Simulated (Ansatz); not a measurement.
System: RhCoPt (model structure, P3m1, No. 156, 3 atoms in the cell). Method: LDA (plane waves, PAW; Ansatz, a first-principles code).

Settings: plane-wave cutoff 520 eV, 24×24×10 k mesh (along the axes of the cell as run), Fermi–Dirac smearing 0.05 eV, spin-polarised with parallel moments, scalar-relativistic PAW data made under PBE.

Cell (relaxed at this level):

```yaml
crystal:
  lattice:
    - [2.64802, 0.00000, 0.00000]
    - [-1.32401, 2.29326, 0.00000]
    - [0.00000, 0.00000, 6.37586]
  atoms:
    - { symbol: Co, position: [0.00000, 0.00000, 0.99393], spin: 1.9 }
    - { symbol: Pt, position: [0.33333, 0.66667, 0.32192], spin: 0.3 }
    - { symbol: Rh, position: [0.66667, 0.33333, 0.68415] }
```

Problem. What does this level give for the bulk modulus B0?

Solution. 
bulk modulus B0: 278 GPa

The run finds no gap.

Note: the magnetic order was assumed, not searched for or taken from measurement; the bulk modulus is −V dP/dV from two relaxed cells at ±2 % in volume; the relaxation could raise the start's symmetry but not lower it, so the cell can be a saddle point.

Spins in the cell block are starting values.

Spin–orbit coupling is not included.

Static lattice: no zero-point or thermal effects.

A model structure was made by putting elements into a prototype or built by hand; it is no filed structure, need not be a known phase, and can be a saddle point held by its symmetry.
